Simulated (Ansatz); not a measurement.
## A computed series for ZnCu2SnS4: response to strain

The parent structure is ZnCu₂SnS₄ (space group I-4, No. 82; a = 5.317 Å, c = 10.643 Å). Axes: x, y, z lie along a, b, c of the conventional cell.

Strains are applied to the cell and any free atomic positions relax.

Calculations: LDA (Ansatz, a quantum-chemistry and plane-wave program), spin-orbit coupling left out.

Candidates:
(a) uniaxial strain ε_xx = −3.00 %
(b) uniaxial strain ε_xx = −2.25 %
(c) uniaxial strain ε_xx = −0.75 %

Notes on the quantities. energy relative to the base: free energy F.

Q: Order them by energy relative to the base, lowest first.

A: (c) uniaxial strain ε_xx = −0.75 % (+0.4 meV/atom), (b) uniaxial strain ε_xx = −2.25 % (+3.5 meV/atom), (a) uniaxial strain ε_xx = −3.00 % (+6.3 meV/atom)

Stability against distortions was not tested. The final runs are not spin-polarised.
